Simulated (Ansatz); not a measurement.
System: AlB2-type TiB2. Method: LDA (Ansatz, a first-principles code, plane waves, PAW).

Numerical settings: plane-wave cutoff 520 eV, 18×18×12 k mesh (along the axes of the cell as run), Fermi–Dirac smearing 0.1 eV, perturbation theory, force constants from a 6×6×4 q mesh, no spin polarisation, scalar-relativistic PAW data made under PBE.

Computed at the level's own relaxed cell.

Harmonic phonon frequencies (cm⁻¹; i marks an imaginary mode):

```
q point                          frequencies
-------  -----------------------------------
Γ              0 0 0 535 535 539 575 919 919
A        311 311 355 438 438 536 639 929 929
K        351 351 357 558 558 657 775 775 937
H        333 333 355 587 587 642 780 780 925
```

No imaginary mode appears at these points.
